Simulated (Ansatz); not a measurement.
The parent structure is CdI$_{2}$ in the CdI2 type structure (space group P-3m1, No. 164; a = 4.153 Å, c = 6.551 Å; layered, stacked along the Cartesian z axis). Axes: x lies along a and z along c of the hexagonal cell.

Method: PBEsol-D3(BJ)/PAW in Ansatz (a program for electronic structure), no spin-orbit coupling.

For the base:

* **Smallest direct gap**: 2.56 eV
* **Band gap**: 2.17 eV

Now apply this change: a pure shear with ε_xz = ε_zx = 0.0057, atoms relaxed at fixed cell.

### Question
How does this affect the stress, smallest direct gap, largest internal atomic displacement and band gap?

### Answer
The stress (xx, yy, zz, yz, xz, xy; compression positive) amounts to (0.01, 0.01, 0.02, 0.00, -0.10, -0.03) GPa; the smallest direct gap is still 2.56 eV; the largest internal atomic displacement is 0.011 Å; the band gap hardly moves (2.17 eV against 2.18 eV).

With I present, leaving out spin-orbit coupling can change the band edges. The cells carry an imposed strain or load. Whether these cells are dynamically stable was not tested.
